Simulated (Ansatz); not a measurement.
## How far to go with the plane-wave cutoff: NaTl (R3m, 4 atoms in the cell)

```
CELL_PARAMETERS angstrom
      0.00000     3.75057     3.75057
      3.75057     0.00000     3.75057
      3.75057     3.75057     0.00000
ATOMIC_POSITIONS crystal
  Na 0.50385 0.50385 0.50385
  Na 0.75000 0.75000 0.75000
  Tl 0.00000 0.00000 0.00000
  Tl 0.25000 0.25000 0.25000
```

Computed with LDA (PW92), default PAW files made with PBE (plane waves; Ansatz, a program for electronic structure).

Base settings: basis.ecutwfc = 420 eV; kpoints.mp_grid.grid = 6 6 6; hamiltonian.xc = lda; hamiltonian.pseudopotentials = {kind: paw} (the program's default PAW files); scf.occupations.method = gaussian; scf.occupations.width = 0.1 eV.

The second cell is the first with its lattice scaled by 0.98.

The mesh stays at the base's, so the ladder's end is converged at best in this setting alone.

The first pressure column holds Ansatz's estimate of the finite-basis (Pulay) stress, which hides part of the cutoff error; the other is without it.

Only quantities that move along the ladder and can be compared are tabulated.

The count of work is k-points × plane waves × bands × iterations; it is no time. 

The starting cell comes from a database of computed structures (which also holds hypothetical and non-ambient phases and stackings), without a prior relaxation at this level. Its lattice was rescaled by up to half a per cent. One atom was moved a little off its site on purpose.

Steps (basis.ecutwfc): 145 eV; 170 eV; 190 eV; 210 eV; 230 eV; 250 eV; 295 eV; 335 eV; 380 eV; 420 eV; 460 eV; 505 eV; 565 eV; 630 eV; 735 eV; 840 eV; 1010 eV.

Q: What is the coarsest basis.ecutwfc that holds the pressure within 0.2 GPa of the last step, with all finer ones?

A: 250 eV, at 0.12 of the last step's count of work; the step before is off by 0.31 GPa.

Q: What is the coarsest basis.ecutwfc that holds the pressure without the Pulay estimate within 0.1 GPa of the last step, with all finer ones?

A: 380 eV, at 0.23 of the last step's count of work; the step before is off by 0.57 GPa.

Q: What is the coarsest basis.ecutwfc that holds the free energy within 2 meV/atom of the last step, with all finer ones?

A: 380 eV, at 0.23 of the last step's count of work; the step before is off by 7.5 meV/atom.

```csv
basis.ecutwfc,free energy less the last step's (meV/atom),energy of the compressed cell less the first (meV/atom),pressure (GPa),pressure without the Pulay estimate (GPa),largest difference of a force vector from the last step's (eV/Å),count of work / last
145 eV,24849.19,-184.07,-5.32,-477.72,0.068,0.071
170 eV,10933.85,-139.45,-1.20,-253.49,0.039,0.092
190 eV,5500.95,-10.46,-0.78,-148.66,0.019,0.11
210 eV,2650.45,13.65,-0.80,-84.49,0.008,0.11
230 eV,1255.08,-8.23,-2.05,-47.37,0.004,0.13
250 eV,568.06,-15.70,-1.76,-25.81,0.002,0.12
295 eV,69.16,-10.49,-1.74,-5.99,0.000,0.16
335 eV,7.50,-10.72,-1.72,-2.30,0.000,0.19
380 eV,1.44,-10.62,-1.73,-1.76,0.000,0.23
420 eV,0.91,-10.65,-1.73,-1.75,0.000,0.27
460 eV,0.52,-10.66,-1.73,-1.74,0.000,0.31
505 eV,0.37,-10.66,-1.73,-1.74,0.000,0.35
565 eV,0.29,-10.67,-1.73,-1.74,0.000,0.42
630 eV,0.16,-10.67,-1.73,-1.74,0.000,0.49
735 eV,0.09,-10.67,-1.73,-1.73,0.000,0.61
840 eV,0.05,-10.67,-1.73,-1.73,0.000,0.75
1010 eV,0.00,-10.67,-1.73,-1.73,0.000,1.0
```

The energy difference between the two cells stays within 1 meV/atom of the last step's from 295 eV on, the total only from 420 eV on: much of the error is common to both cells and cancels.

At the lowest cutoff the pressure without the Pulay estimate lies 476 GPa under the last step's, the usual sign of Pulay stress in an incomplete plane-wave basis.

Keys are those of Ansatz 0.2.
